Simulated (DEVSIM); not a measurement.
System: Mo/SiO2/p-GaSb capacitor, at 300 K.

| layer (left to right) | material | thickness (nm) | Na (cm⁻³) |
|---|---|---|---|
| 1 | SiO2 | 3.70 | - |
| 2 | GaSb | 2900 | 8.8e16 |

Metal gate on the left, work function 4.6 eV. Fixed charge at the semiconductor interface 1.1e10 cm⁻² (in units of +e); no interface traps.

Constants are typed, rounded textbook-type inputs, not results; the design itself was drawn at random and stands for no fabricated device. Values at 300 K.

```tsv
parameter	SiO2	GaSb
gap (eV)	9	0.726
affinity (eV)	0.9	4.06
permittivity	3.9	15.7
Nc (cm⁻³)	-	2.1e17
Nv (cm⁻³)	-	1.8e19
```

Simulated with DEVSIM: 1D Poisson equation in equilibrium, Boltzmann statistics, complete ionisation; no quantum confinement or tunnelling. Metal contacts follow the ideal Schottky-Mott rule: no Fermi-level pinning, no interface dipoles.

Q: Tabulate band edges, carrier densities and field at 0.3 V on the gate.

A: Energies count from the Fermi level of the right contact; mesh points crowd at the junctions.

```
x (μm)    Ec (eV)  Ev (eV)  n (cm⁻³)  p (cm⁻³)  field (V/cm)
--------  -------  -------  --------  --------  ------------
0.000       3.400   -5.600     < 1e2     < 1e2        270000
0.001002    3.427   -5.573     < 1e2     < 1e2        270000
0.002209    3.459   -5.541     < 1e2     < 1e2        270000
0.003325    3.489   -5.511     < 1e2     < 1e2        270000
0.004749    0.345   -0.381    3.3e11    7.2e12         66000
0.007195    0.361   -0.365    1.8e11    1.3e13         64000
0.01235     0.393   -0.333    5.3e10    4.5e13         59000
0.02786     0.472   -0.254     2.5e9    9.6e14         43000
0.05590     0.555   -0.171     1.0e8    2.4e16         17000
0.1112      0.587   -0.139     2.9e7    8.4e16           810
0.2315      0.588   -0.138     2.7e7    8.8e16           ≈ 0
0.6140      0.588   -0.138     2.7e7    8.8e16           ≈ 0
1.248       0.588   -0.138     2.7e7    8.8e16           ≈ 0
2.089       0.588   -0.138     2.7e7    8.8e16           ≈ 0
2.599       0.588   -0.138     2.7e7    8.8e16           ≈ 0
2.755       0.588   -0.138     2.7e7    8.8e16           ≈ 0
2.834       0.588   -0.138     2.7e7    8.8e16           ≈ 0
2.870       0.588   -0.138     2.7e7    8.8e16           ≈ 0
2.892       0.588   -0.138     2.7e7    8.8e16           ≈ 0
2.899       0.588   -0.138     2.7e7    8.8e16           ≈ 0
2.902       0.588   -0.138     2.7e7    8.8e16           ≈ 0
2.904       0.588   -0.138     2.7e7    8.8e16           ≈ 0
```
